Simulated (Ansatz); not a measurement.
**Ag2O: Ag → In**

The reference is Ag₂O (space group Pn-3m, No. 224; a = 4.707 Å).

The change: full substitution Ag → In, then cell and atoms are relaxed.

All numbers come from DFT with PBEsol, PAW potentials and a 420 eV plane-wave cutoff in Ansatz (a first-principles code), without spin-orbit coupling. k-mesh 9×9×9 (Γ-centred); smearing 0.05 eV (Fermi–Dirac), for the changed cell.

```yaml
volume_per_atom: 21.17 Å³ (base 17.38 Å³)
density: 6.42 g/cm³ (base 7.38 g/cm³)
space_group: Pn-3m (No. 224) (base Pn-3m (No. 224))
band_gap: zero (base zero)
```

Final structure:

```xyz
6
Lattice="5.0269 0.0000 0.0000 0.0000 5.0269 0.0000 0.0000 0.0000 5.0269" Properties=species:S:1:pos:R:3 pbc="T T T"
In     1.2567     1.2567     3.7702
In     1.2567     3.7702     1.2567
In     3.7702     3.7702     3.7702
In     3.7702     1.2567     1.2567
O      0.0000     0.0000     0.0000
O      2.5134     2.5134     2.5134
```

No phonon test of stability was made. As relaxed here, In2O is a hypothetical phase, not in the database extracts checked. No Hubbard U is applied, and correlation can decide whether such a compound is a metal. All final runs are without spin polarisation. In2O has a high density of states at the Fermi level and may be magnetic at this level. A zero or small gap of Ag2O can be the functional's error rather than a property of the material.
